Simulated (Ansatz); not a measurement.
## ZrO2 under a change: pressure −2 GPa

Take ZrO₂ (space group P4_2/nmc, No. 137; a = 3.601 Å, c = 5.228 Å) as the base.

One thing is altered: hydrostatic tension (pressure −2 GPa).

Computed with r2SCAN/PAW in Ansatz (an electronic-structure program), scalar-relativistic without spin-orbit coupling. Γ-centred 9×9×7 mesh, Fermi–Dirac width 0.05 eV.

The volume per atom increases by 0.13 Å³ (11.30 Å³ → 11.43 Å³) and the density falls by 0.07 g/cm³, from 6.04 g/cm³ to 5.97 g/cm³. The lattice parameter a rises by 1.02 pm (360.1 pm → 361.2 pm) and the c/a ratio grows by 0.004, from 1.452 to 1.456. The shortest interatomic distance stays 207.4 pm and the enthalpy H = E + PV relative to the base's energy is -0.14 eV/atom. The band gap is nearly the same (4.60 eV against 4.59 eV) and the gap character remains indirect, k = (0.222, 0.222, 0) in the run's primitive reciprocal basis → Γ. The smallest direct gap shrinks by 0.01 eV to 4.70 eV and the electron mass becomes 2.3 mₑ along c, 0.64 mₑ across (at Γ) (base: 2.2 mₑ along c, 0.63 mₑ across (at Γ)).

Final structure:

```
ZrO2
1.0
    3.61152     0.00000     0.00000
    0.00000     3.61152     0.00000
    0.00000     0.00000     5.25862
Zr O
2 4
Direct
  0.00000   0.00000   0.00000
  0.50000   0.50000   0.50000
  0.00000   0.50000   0.19417
  0.00000   0.50000   0.69417
  0.50000   0.00000   0.30583
  0.50000   0.00000   0.80583
```

Load acts through the strain it causes; cell and atoms are relaxed under it. Effective masses come from finite differences of ±0.01 Å⁻¹. Stability against distortions was not tested. This is not the structure that ZrO2 has at room temperature and ambient pressure.
